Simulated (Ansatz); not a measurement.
For ReB₂ (P6₃/mmc, No. 194), PBEsol (plane waves, PAW; Ansatz, a quantum-chemistry and plane-wave program) gives:

```
Item                   Value
-------------------  -------
lattice parameter a  2.890 Å
c axis length        7.455 Å
```

Task: What does r²SCAN in Ansatz (PAW) give for the same quantities?

Result: 
- lattice constant a: 2.902 Å (goes up by 0.4 %)
- lattice parameter c: 7.463 Å (grows by 0.1 %)

Changes are worked out from the printed values.

Unless a cell is named, each level is at its own relaxed cell (PBEsol 8.99, r²SCAN 9.07 Å³/atom).

Levels without +SOC leave out spin–orbit coupling, which shifts energies and cells of such heavy elements.

Ansatz's density-functional and Hartree–Fock values are scalar-relativistic unless marked +SOC, with PAW data made under PBE.
